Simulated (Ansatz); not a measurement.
L1₂ (Cu3Au-type) Ni3Al was calculated with r²SCANh in Ansatz (PAW).

Settings: plane-wave cutoff 520 eV, 8×8×8 k mesh, Fermi–Dirac smearing 0.05 eV, spin-polarised with parallel moments, scalar-relativistic PAW data made under PBE.

Pressure at four volumes; x = ln(V/10.950 Å³). One pressure is withheld.

```
V (Å³/atom)        x  P (GPa)
-----------  -------  -------
10.372       -0.0542    11.56
10.950        0.0000    -0.61
11.190        0.0217    -4.68
11.463        0.0458        ?
```

Pass a parabola P(x) through the three rows shown, estimate the bulk modulus and its pressure derivative near zero pressure, and predict the withheld pressure.

Slopes between the rows: (-0.61 − (11.56))/(0.0000 − (-0.0542)) = -224.54 and (-4.68 − (-0.61))/(0.0217 − (0.0000)) = -187.56 GPa. Their difference over the span 0.0759 is c = 36.98/0.0759 = 487.2 GPa, so P(x) = 11.56 + (-224.54)(x − (-0.0542)) + 487.2 (x − (-0.0542))(x − (0.0000)). At the middle row B = −dP/dx = −[-224.54 + 487.2 × 0.0542] = 198.1 GPa, and B′ = dB/dP = 2c/B = 4.9. At x = 0.0458 the parabola gives -8.66 GPa; the run gives -8.71 GPa. The Birch–Murnaghan fit to the energies at all volumes has B0 = 200 GPa and B′ = 4.6.

Measured, for comparison: bulk modulus 174 GPa (temperature not stated, not corrected to a static lattice; as tabulated in Zarkevich et al. (2023), arXiv:2304.06869). Computed (rounded) less measured: bulk modulus +15 %.

Ansatz is an electronic-structure program.
